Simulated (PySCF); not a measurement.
PySCF 2.14.0, WB97X/def2-svp, df: Sn(Br)2(OEt)(NH2) (CC[O][Sn]([NH2])([Br])[Br]), 14 atoms. The geometry is a generated start, not checked to be a minimum at this level.

```
Item                                                 Value
-------------------------  -------------------------------
task                                                energy
method                                               wb97x
basis                                             def2-svp
two-electron scheme                        density fitting
mol.max_memory                                     3000 MB
mf.max_cycle                                           100
mf.init_guess                              minao (default)
mf.DIIS                                    CDIIS (default)
mf.diis_space                                  8 (default)
mf.conv_tol                                1e-09 (default)
mf.grids.level                                 3 (default)
effective core potentials  those of the basis set, past Kr
basis functions                                        181
grid points                                         187688
```

```xyz
14

C     -2.4445     0.6751     0.0190
C     -1.1946     0.0192     0.5955
O     -0.3117    -0.1659    -0.4790
Sn     1.5542    -0.8938    -0.3645
N      2.8468     0.6826    -0.0192
Br     1.9726    -2.1091    -2.5232
Br     1.7311    -2.4357     1.5914
H     -2.8741     0.0364    -0.7451
H     -3.1702     0.8262     0.8135
H     -2.1885     1.6302    -0.4292
H     -0.7555     0.6701     1.3622
H     -1.4582    -0.9414     1.0560
H      3.7787     0.4940    -0.3725
H      2.5139     1.5121    -0.5050
```

One run each on 2 threads, 1 BLAS thread. Values of level_shift (Hartree) tried: 0 (default), 0.1, 0.3, 1.

Problem. Predict the course of the Fock builds along this series.

Solution. Fewest Fock builds, within one of each other: 0 (default) with 15, 0.1 with 16. The count rises to 33 at 1. All converge to one solution.

```tsv
level_shift (Hartree)	Fock builds	end
0 (default)	15	same solution
0.1	16	same solution
0.3	19	same solution
1	33	same solution
```
